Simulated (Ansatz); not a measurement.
Sb: pressure 5 GPa

Start from Sb in the A7 type structure (space group R-3m, No. 166; a = 4.328 Å, c = 11.344 Å (hexagonal axes); layered).

One thing is altered: cell and atoms relaxed at a pressure of 5 GPa.

Level of theory: r2SCAN+rVV10 (Ansatz, an electronic-structure program), no SOC. k-mesh 13×13×13 (Γ-centred); smearing 0.05 eV (Fermi–Dirac).

* **Volume per atom**: 27.72 Å³ (base 30.67 Å³)
* **Lattice parameter a**: 4.243 Å (base 4.328 Å)
* **c/a ratio**: 2.513 (base 2.621)
* **Shortest interatomic distance**: 2.894 Å (base 2.920 Å)
* **Enthalpy H = E + PV relative to the base's energy**: +0.91 eV/atom
* **Band gap**: zero (base zero)

With Sb present, leaving out spin-orbit coupling can change the band edges. Load acts through the strain it causes; cell and atoms are relaxed under it. No phonon test of stability was made. Competing high-pressure phases were not computed.
